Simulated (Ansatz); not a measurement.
Take ZnS in the wurtzite structure (space group P6_3mc, No. 186; a = 3.8451 Å, c = 6.3057 Å) as the base.

(Cell as relaxed with PBE.)

Levels (all Ansatz, an electronic-structure program, PAW): PBE (420 eV, no spin-orbit coupling); r2SCAN (500 eV, no spin-orbit coupling).

Each level relaxes its own structure.

```tsv
base	PBE	r2SCAN
volume per atom	20.18 Å³	19.59 Å³
lattice parameter a	3.845 Å	3.806 Å
band gap	2.08 eV	2.78 eV
```

It is then changed as follows: holes 7.0×10^21 cm⁻³, on a uniform background at fixed cell.

| quantity | PBE | r2SCAN |
|---|---|---|
| gap between the host's bands | 2.28 eV | ? |
| gap character | direct at Γ | ? |
| Fermi level relative to the doped band's edge (positive inside the band; to 0.05 eV) | +0.55 eV | ? |
| shift of the gap caused by the change | +0.20 eV | ? |

What does r2SCAN give?


- gap between the host's bands, r2SCAN: 2.97 eV
- gap character, r2SCAN: direct at Γ
- Fermi level relative to the doped band's edge (positive inside the band; to 0.05 eV), r2SCAN: +0.60 eV
- shift of the gap caused by the change, r2SCAN: +0.19 eV

PBE's gap between the host's bands lies 0.69 eV below r2SCAN's; PBE's Fermi level from band edge lies 0.05 eV below r2SCAN's; the two agree on the gap character. Neither level is exact; r2SCAN is the comparison here, not a measurement.

Charged cell with a jellium background: band edges are those of the host's band count, energies are not comparable with the neutral cell, and many-body gap narrowing is missing. Whether these cells are dynamically stable was not tested.
